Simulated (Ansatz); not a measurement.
The parent structure is SrTiO3 in the cubic perovskite structure (space group Pm-3m, No. 221; a = 3.891 Å).

Calculations: PBEsol (Ansatz, a first-principles code), no SOC.

Base values:

The band gap is 1.85 eV and the gap character is indirect, R → Γ. The width of the top valence band comes out as 1.05 eV.

One thing is altered: every lattice vector is shortened by 0.60 %; the atoms relax in the strained cell.

**Question.** What happens to the energy relative to the base, band gap, gap character and width of the top valence band?

**Answer.** The energy grows by 2.2 meV/atom; the band gap rises by 0.03 eV (1.85 eV → 1.88 eV); the gap character stays indirect, R → Γ; the width of the top valence band hardly moves (1.05 eV against 1.06 eV).

Whether these cells are dynamically stable was not tested. The final runs are not spin-polarised. Many cubic perovskites are stable only at high temperature; tilts and polar distortions were not tested.
